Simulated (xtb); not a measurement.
xtb 6.7.1, GFN1-xTB: Ba(Cl)(amdMe)(tmeda) (CC1[N](C)[Ba]2([Cl])(<-[N]=1C)<-[N](C)(C)CC[N]->2(C)C), 41 atoms. The geometry is a generated start, not checked to be a minimum at this level.

| Quantity | Result |
|---|---|
| method | GFN1-xTB |
| --acc | 1 (default) |
| --etemp (K) | 300 (default) |
| detailed input (--input) | none: ANC optimiser, Lindh (1995) Hessian, microcycle=20, maxdispl=1.0, hlow=0.01 (default) |
| basis functions | 126 |
| valence electrons | 94 |

The structure is relaxed from this start with --opt LEVEL for the levels crude, sloppy, loose, lax, normal, tight, vtight, extreme, once each. Up to the end of the extreme run atoms move by at most 0.65 Å along an axis.

Question: What is the loosest level that ends within 5 meV of the extreme run, and how many cycles does it take?

Answer: loose: 18 cycles against 43, ending 3.4 meV above.

```csv
level,cycles,energy above the extreme run (meV),gradient norm (eV/Å)
crude,5,50,0.16
sloppy,10,17,0.11
loose,18,3.4,0.13
lax,22,1.3,0.024
normal,30,0.13,0.0082
tight,33,0.037,0.0069
vtight,39,under 0.01,0.0016
extreme,43,—,0.0015
```
